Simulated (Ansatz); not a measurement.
## Effect of biaxial strain −0.60 %, plane normal [001], relaxed out of plane on SnO2

Base system: SnO₂ in the rutile structure (space group P4_2/mnm, No. 136; a = 4.7692 Å, c = 3.2120 Å). Axes: x, y, z lie along a, b, c of the conventional cell.

It is then changed as follows: biaxial strain −0.60 %, plane normal [001], relaxed out of plane (Cartesian); in-plane vectors clamped, the third vector and the atoms free.

Method: PBEsol/PAW in Ansatz (a program for electronic structure), spin-orbit coupling left out. Γ-centred 7×7×10 mesh, Fermi–Dirac width 0.05 eV.

```csv
quantity,base,changed,shift
volume per atom,12.18 Å³,12.08 Å³,-0.093 Å³
space group,P4_2/mnm (No. 136),P4_2/mnm (No. 136),–
shortest interatomic distance,2.066 Å,2.054 Å,-0.012 Å
"pressure (mean of the normal stresses, compression positive)",0.00 GPa,1.18 GPa,+1.18 GPa
band gap,0.92 eV,0.97 eV,+0.05 eV
gap character,direct at Γ,direct at Γ,–
width of the top valence band,1.24 eV,1.25 eV,+0.01 eV
electron mass,"0.17 mₑ along c, 0.19 mₑ across (at Γ)","0.17 mₑ out of plane, 0.19 mₑ in plane (at Γ)",–
hole mass,"1.7 mₑ along c, 1.3 mₑ across (at Γ)","1.7 mₑ out of plane, 1.3 mₑ in plane (at Γ)",–
"valence-band top at Γ (three highest levels, from the VBM)","0.00, -0.77, -0.77 eV","0.00, -0.77, -0.77 eV",–
out-of-plane strain,–,+0.44 %,–
mean in-plane stress (compression positive),–,+1.8 GPa,–
```

Cost of the whole job for the changed cell (relaxation, final SCF and bands): very roughly 24 core-seconds.

Masses are band curvatures over ±0.01 Å⁻¹ around the edge. Whether these cells are dynamically stable was not tested.
